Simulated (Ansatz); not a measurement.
Ansatz (a program for electronic structure), DFT, PBE, plane waves, its default PAW files: unreconstructed Si(100) slab of 6 layers, 2x2, N adatom, atoms displaced (Si24N), unrelaxed, 25 atoms. Basis and mesh were picked for this test and aren't claimed converged.

```yaml
cell: 7.68, 7.68, 18.39 Å; 90, 90, 90°
distance_to_the_nearest_atom: 2.04 to 2.38 Å
task: single point
k mesh: 4×4×1
hamiltonian.xc: pbe
kind_of_files: paw
scf.occupations.method: fermi_dirac
scf.occupations.width: 0.1 eV
output.forces: true
binding of workers (--pin): off
k-point pools (--kpoint-pools): 1
memory maximum (--max-ram): 8GiB
accuracy: medium (default)
basis.precision: auto (default)
basis.xc_grid: 2 (default)
scf.eigensolver.kind: auto (default)
scf.convergence.dr2_threshold: 1e-07 (default)
scf.lower_state_search: light (default)
k-points after symmetry: 10
bands_at_the_start: 76
electrons: 101
plane waves at Γ: 21201
cutoff (eV): 420
FFT grid: 54×54×125
symmetry_operations: 1
```

Settings of this run: scf.mixing.algorithm = auto, scf.mixing.preconditioner = kerker, scf.algorithm = auto; 4 threads.

| iteration | dr2 (eV) | Hψ |
|---|---|---|
| 1 | 2.27e0 | 4547 |
| 2 | 5.35e0 | 884 |
| 3 | 2.30e0 | 776 |
| 4 | 4.59e-1 | 880 |
| 5 | 7.38e-2 | 708 |
| 6 | 1.32e-1 | 708 |
| 7 | 8.70e-3 | 708 |
| 8 | 7.20e-3 | 708 |
| 9 | 2.73e-3 | 708 |
| 10 | 1.36e-3 | 708 |
| 11 | 8.84e-4 | 730 |
| 12 | 8.00e-4 | 711 |
| 13 | 2.56e-4 | 708 |
| 14 | 5.68e-4 | 729 |
| 15 | 1.32e-4 | 770 |
| 16 | 4.40e-4 | 724 |
| 17 | 5.07e-5 | 768 |
| 18 | 1.80e-4 | 832 |
| 19 | 5.03e-5 | 800 |
| 20 | 2.89e-5 | 806 |
| 21 | 2.16e-5 | 708 |
| 22 | 4.02e-6 | 766 |
| 23 | 3.79e-7 | 797 |
| 24 | 3.00e-7 | 911 |
| 25 | 1.48e-8 | 2700 |

It converged after 25 SCF iterations.

Q: Which change of one setting makes this cycle converge in far fewer steps?

A: One answer among several that fit: scf.mixing.preconditioner = auto (default) (9 SCF iterations) or scf.mixing.preconditioner = ldos (9 SCF iterations), all else kept. The other changes of this size gave: scf.mixing.preconditioner = local_kerker (15); scf.mixing.preconditioner = none (17); scf.mixing.algorithm = broyden (23); scf.mixing.preconditioner = kerker_dos (25). In that run the program took: scf.mixing.algorithm MSR1, scf.mixing.preconditioner LDOS, scf.eigensolver.kind band_cg, --slots 4. The first change moves the result by: energy under 0.001 meV/atom, forces (largest component) 0.11 meV/Å. Counts are of single runs.

Keys are those of Ansatz 0.2.
